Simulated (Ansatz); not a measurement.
Functionals compared on the (20-21) surface of hcp Y in its 1x1 cell, outermost plane spacing 0.25 Å in the ideal cut, in Ansatz (plane waves, PAW). The structure was relaxed with PBE; the other rows are single points on it, each with its references at the same level. Cutoff 420 eV (500 eV for r2SCAN).

Slab: 16 atoms, 10.9 Å thick at the start; k 10x4x1, smearing 0.1 eV, dipole-corrected; all atoms relaxed; held to the part of the start's symmetry that mesh and held atoms allow; no spin, no spin-orbit, no U. These notes are the PBE run's.

```
functional  surface energy (J/m²)  work function of the top face (eV)         rough cost of the single point
----------  ---------------------  ----------------------------------  -------------------------------------
PBE                          0.99                                3.19                                      –
LDA                          1.10                                3.35               roughly 2.5 core-minutes
PBEsol                        ___                                 ___          very roughly 2.7 core-minutes
RPBE                         0.92                                3.09          very roughly 2.6 core-minutes
r2SCAN                       1.06                                3.25  about 6 core-minutes (a rough figure)
```

Q: Some entries are withheld; supply them.

A: 
- PBEsol, surface energy (J/m²): 1.08
- PBEsol, work function of the top face (eV): 3.23

Ansatz is a program for electronic structure.
